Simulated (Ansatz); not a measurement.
**TiTe2: uniaxial strain ε_zz = +5.54 %**

Consider TiTe₂ in the CdI2 type structure (space group P-3m1, No. 164; a = 3.7840 Å, c = 6.6016 Å; layered, stacked along the Cartesian z axis). Axes: x lies along a and z along c of the hexagonal cell.

It is then changed as follows: the cell is stretched by 5.54 % along z with no lateral relaxation, atoms relaxed at fixed cell.

The values are results of r2SCAN+rVV10, PAW, 500 eV (Ansatz, a first-principles code; scalar-relativistic without spin-orbit coupling), not measurements. Settings: 14×14×7 k-points, 0.05 eV Fermi–Dirac smearing.

| quantity | base | changed | shift |
|---|---|---|---|
| volume per atom | 27.29 Å³ | 28.80 Å³ | +1.51 Å³ |
| space group | P-3m1 (No. 164) | P-3m1 (No. 164) | – |
| energy relative to the base (free energy F) | 0 meV/atom | +6.4 meV/atom | +6.4 meV/atom |
| pressure (mean of the normal stresses, compression positive) | 0.0 GPa | -0.8 GPa | -0.8 GPa |
| band gap | zero | zero | – |
| largest internal atomic displacement | – | 0.079 Å | – |
| stress (xx, yy, zz, yz, xz, xy; compression positive) (rough) | – | (-0.6, -0.6, -1.2, 0.0, 0.0, 0.0) GPa | – |

Final structure:

```
TiTe2
1.0
    3.78396     0.00000     0.00000
   -1.89198     3.27701     0.00000
    0.00000     0.00000     6.96734
Ti Te
1 2
Direct
  0.00000   0.00000   0.00000
  0.33333   0.66667   0.24550
  0.66667   0.33333   0.75450
```

Without a gap, meshes like the base's 14×14×7 leave anisotropic stresses uncertain by several tenths of a GPa, and small strain energies with them. Stability against distortions was not tested. The final runs are not spin-polarised.
